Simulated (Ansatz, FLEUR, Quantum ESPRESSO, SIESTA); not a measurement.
# Mo₂N (R-3m, 3 atoms in the cell) computed with different codes at matched settings

Self-consistent single point.

```xyz
3
Lattice="1.4148 0.8169 4.9121 -1.4148 0.8169 4.9121 0.0000 -1.6337 4.9121" Properties=species:S:1:pos:R:3 pbc="T T T"
Mo     0.0000     0.0000     3.5793
Mo     0.0000     0.0000    11.1569
N      0.0000     0.0000     0.0000
```

Shared settings, as Ansatz (an electronic-structure program) writes them: kpoints.mp_grid.grid = 11 11 11; scf.occupations.method = fermi_dirac; scf.occupations.width = 0.1 eV. Potentials and cutoffs stand in the table.

| code | model | pressure (GPa) | largest force (eV/Å) | cutoff |
|---|---|---|---|---|
| Ansatz | PBEsol+U, PAW files made with PBE | 13.01 | 0.080 | 420 eV |
| FLEUR | PBEsol+U, all-electron FLAPW (FLEUR), scalar-relativistic valence | – | 0.123 | Kmax 4.5 1/bohr |
| SIESTA | GGA PBEsol+U, numerical atomic orbitals DZP, PseudoDojo PBEsol standard norm-conserving potentials (rewritten from UPF to PSML) | 13.93 | 0.530 | grid 350 Ry |
| Quantum ESPRESSO | PBEsol+U, GBRV 1.5 ultrasoft (PBESOL) pseudopotentials | 0.71 | 0.078 | 40 Ry |

Hubbard term: [{species: Mo, l: d, u_eff: 5.0}] eV.

A dash marks a value that a program does not give, or that is left out as unsure.

On Ansatz's run: spin polarisation is off; with an odd number of electrons in the cell that forces a metal, and a magnetic state may lie lower. The U value is a test value, and with U on an open shell several self-consistent states can exist.

The spread over the programs that give each value: pressure within 13.22 GPa; largest force within 0.452 eV/Å.

SIESTA uses small atom-centred bases, whose incompleteness enters pressures, forces and empty levels differently from a plane-wave cutoff. FLEUR treats all electrons, but the usual bases taken here (sphere radii, linearisation, local orbitals, empty states) were not tested for convergence, so the values are no reference for the others. Ansatz's pressure is given at a fixed set of plane waves, as the other plane-wave codes print theirs; with its correction for the finite basis it is 13.18 GPa. The same U acts on different projectors in each program, which moves gaps, moments and pressures. In the force vectors, SIESTA (by 0.451) lies more than 0.08 eV/Å from the median of the plane-wave programs.

The starting cell comes from a database of computed structures (which also holds hypothetical and non-ambient phases and stackings), without a prior relaxation at this level. Its lattice was rescaled by a random factor within 2.5 % of one.

Left out of this page: Elk (not drawn, or without a comparable value).

Keys are those of Ansatz 0.2.
